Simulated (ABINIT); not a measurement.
Worked example: self-consistent single point of SrCa₃ (P1, 4 atoms in the cell) in ABINIT.

Level of theory: PBEsol, norm-conserving pseudopotentials (PseudoDojo nc-sr-04 PBEsol standard) (plane waves; ABINIT).

```xyz
4
Lattice="0.0000 4.5179 4.5179 4.5179 0.0000 4.5179 4.5179 4.5179 0.0000" Properties=species:S:1:pos:R:3 pbc="T T T"
Sr    -0.0328     0.0012     0.0113
Ca     2.2909     2.2086     2.2482
Ca     6.7538     6.7893     6.7526
Ca     4.5418     4.5545     4.5415
```

Reference input (self-consistent single point, DFT, LDA (PW92), plane waves, norm-conserving pseudopotentials (PseudoDojo nc-sr-04 LDA standard)): pseudos = [Sr.upf, Ca.upf]; ecut = 36 Ha; occopt = 7; tsmear = 0.00734986 Ha; ngkpt = 3 3 3; nshiftk = 1; shiftk = 0 0 0; potentials = PseudoDojo nc-sr-04 LDA standard; nband = 27; kptopt = 1; nstep = 100; tolvrs = 1e-10. This run's input differs from it in these lines:

```diff
@@ -1,2 +1,2 @@
-# SrCa3, PseudoDojo nc-sr-04 LDA standard
+# SrCa3, PseudoDojo nc-sr-04 PBEsol standard
 pp_dirpath "./"
@@ -17,3 +17,3 @@
          0.5040270000    0.5011980000    0.5040880000
-ecut 36
+ecut 34
 occopt 7
```

Its files differ too (potentials: PseudoDojo nc-sr-04 LDA standard → PseudoDojo nc-sr-04 PBEsol standard).

Output, abridged:

```
--- !BeginCycle
solver: {iscf: 7, nstep: 100, nline: 4, wfoptalg: 0, }
tolerances: {tolvrs: 1.00E-10, }
...

     iter   Etot(hartree)      deltaE(h)  residm     vres2
 ETOT  1  -150.05809289848    -1.501E+02 3.530E-02 7.790E+00
 ETOT  2  -150.12074284708    -6.265E-02 7.136E-03 9.088E+00
 ETOT  3  -150.12128974859    -5.469E-04 3.170E-03 2.446E+00
 ETOT  4  -150.12144151939    -1.518E-04 8.892E-04 4.992E-02
 ETOT  5  -150.12145168870    -1.017E-05 5.151E-04 6.365E-03
   [... 6 lines left out ...]
 ETOT 12  -150.12145392775    -1.089E-10 1.551E-04 3.184E-08
 ETOT 13  -150.12145392778    -2.808E-11 1.765E-04 2.151E-10
 ETOT 14  -150.12145392778    -5.457E-12 1.158E-04 7.215E-10
 ETOT 15  -150.12145392779    -5.684E-12 1.302E-04 1.643E-11
 At SCF step   15       vres2   =  1.64E-11 < tolvrs=  1.00E-10 =>converged.

 Cartesian components of stress tensor (hartree/bohr^3)
  sigma(1 1)=  3.48411200E-05  sigma(3 2)=  5.82443566E-07
  sigma(2 2)=  3.51250743E-05  sigma(3 1)= -9.33023986E-07
  sigma(3 3)=  3.51779875E-05  sigma(2 1)=  3.27979607E-07

 ----iterations are completed or convergence reached----

 reduced coordinates (array xred) for    4 atoms
       0.005016000000      0.997484000000      0.995250000000
       0.239704000000      0.257920000000      0.249148000000
       0.751253000000      0.743398000000      0.751514000000
       0.504027000000      0.501198000000      0.504088000000
 cartesian forces (eV/Angstrom) at end:
    1      0.07346593508784    -0.03461193451582    -0.04960774398472
   [... lines left out ...]
 Fermi (or HOMO) energy (hartree) =   0.13970   Average Vxc (hartree)=  -0.28394
   [... lines left out ...]
total_energy        : -1.50121453927789E+02
total_energy_eV     : -4.08501250845038E+03
band_energy         : -2.60430822308651E+01
...

-Cartesian components of stress tensor (GPa)         [Pressure= -1.0311E+00 GPa]
- sigma(1 1)=  1.02506097E+00  sigma(3 2)=  1.71360784E-02
- sigma(2 2)=  1.03341519E+00  sigma(3 1)= -2.74505088E-02
- sigma(3 3)=  1.03497195E+00  sigma(2 1)=  9.64949156E-03

 Calculation completed.
```

The run converged in 15 iterations. Against the reference run the pressure goes from -1.98 to -1.03 GPa and the largest force goes from 0.113 to 0.129 eV/Å.

The starting cell comes from a database of computed structures (which also holds hypothetical and non-ambient phases and stackings), without a prior relaxation at this level. Its atoms were displaced at random from the sites of space group no. 225.

Cost on one core of a shared machine: roughly 2 min.
